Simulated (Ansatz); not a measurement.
We consider Si (P6₃/mmc, No. 194, 4 atoms in the cell; start mp-165; another form than the element's usual one), described by PBEsol (PAW; Ansatz, a quantum-chemistry and plane-wave program).

Run with plane-wave cutoff 520 eV, 12×12×6 k mesh (along the axes of the cell as run), Fermi–Dirac smearing 0.01 eV, scalar-relativistic PAW data made under PBE.

Computed at the level's own relaxed cell.

```yaml
crystal:
  lattice:
    - [3.82483, 0.00000, 0.00000]
    - [-1.91242, 3.31240, 0.00000]
    - [0.00000, 0.00000, 6.32420]
  atoms:
    - { symbol: Si, position: [0.33333, 0.66667, 0.06300] }
    - { symbol: Si, position: [0.66667, 0.33333, 0.93700] }
    - { symbol: Si, position: [0.66667, 0.33333, 0.56300] }
    - { symbol: Si, position: [0.33333, 0.66667, 0.43700] }
```

Question: List the 9 lowest band energies at Γ above −25 eV (eV, relative to the valence band maximum), grouping those that round alike.

Answer: At Γ: -12.26, -9.95, -7.28, -1.53 (×2), -0.36, 0.00 (×2), 0.97.

A start named mp-… is a Materials Project structure, which need not be a measured phase.
